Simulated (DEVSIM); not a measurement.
Device: abrupt Si n-p junction, at 350 K.

Layer 1 from the left is Si, thickness (μm) 7.70, Nd (cm⁻³) 3.1e16, τn (s) 2e-5, τp (s) 2e-5. Layer 2 from the left is Si, thickness (μm) 0.450, Na (cm⁻³) 9.5e17, τn (s) 2e-5, τp (s) 2e-5.

Left contact: ohmic. Right contact: ohmic. Voltage is applied to the left contact. Recombination: SRH at mid-gap, Auger. Mobility is μmin + (μ − μmin)/(1 + (N/Nref)^α).

Constants are typed, rounded textbook-type inputs, not results; the design itself was drawn at random and stands for no fabricated device. Values at 300 K; Nc and Nv go as T^1.5, mobilities as T to minus their exponent, the gap by Varshni's rule with the affinity fixed.

Si: gap (eV) 1.124, affinity (eV) 4.05, permittivity 11.7, Nc (cm⁻³) 2.86e19, Nv (cm⁻³) 3.1e19, μn (cm²/Vs) 1417, μp (cm²/Vs) 470, μn,min 52, μp,min 45, Nref,n 9.7e16, Nref,p 2.2e17, αn 0.68, αp 0.72, T exponent of μn 2.3, T exponent of μp 2.2, Cn (cm⁶/s) 2.8e-31, Cp (cm⁶/s) 9.9e-32, Varshni α (eV/K) 0.000473, Varshni β (K) 636.

Q: Estimate by hand the built-in potential, the peak field at zero bias, the capacitance at 3 V, and compare with a numerical solution.

A: 
- Built-in potential: ni = √(Nc Nv) exp(−Eg/2kT) = 3.78e11 cm⁻³ with Eg = 1.111 eV; Vbi = kT/q ln(Na Nd/ni²) = 0.786 V; numerical 0.786 V.
- Peak field at zero bias: depletion approximation: W = √(2εVbi/(qN)) = 0.184 μm with N = 3.00e16 cm⁻³; field = 2Vbi/W = 85400 V/cm; numerical 91000 V/cm (estimate below by 6.1 %).
- Capacitance at 3 V: C = √(qεN / 2(Vbi + |V|)) = 25.7 nF/cm²; numerical 25.9 nF/cm² (estimate below by 0.82 %).

DEVSIM, 1D drift-diffusion, Boltzmann statistics, complete ionisation; no tunnelling, impact ionisation, image-force lowering or self-heating.
